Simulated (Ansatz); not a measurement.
The parent structure is YIr in the CsCl type structure (space group Pm-3m, No. 221; a = 3.385 Å; relaxed with 0.1 eV smearing). Axes: x, y, z lie along the cube axes.

Method: DFT with PBEsol, PAW potentials and a 420 eV plane-wave cutoff in Ansatz (a quantum-chemistry and plane-wave program), without spin-orbit coupling.

For the base:

The band gap is zero.

One thing is altered: a pure shear with ε_xz = ε_zx = -0.0028; the atoms relax in the strained cell.

Q: What does the calculation give for the energy relative to the base after the change?

A: The energy hardly moves.

Q: Predict the new stress.

A: The stress (xx, yy, zz, yz, xz, xy; compression positive) is (0.0, 0.0, 0.0, 0.0, 0.3, 0.0) GPa.

Q: Estimate the effect on the band gap.

A: The band gap is still zero.

With Ir present, leaving out spin-orbit coupling can change the band edges. No phonon test of stability was made. The final runs are not spin-polarised.
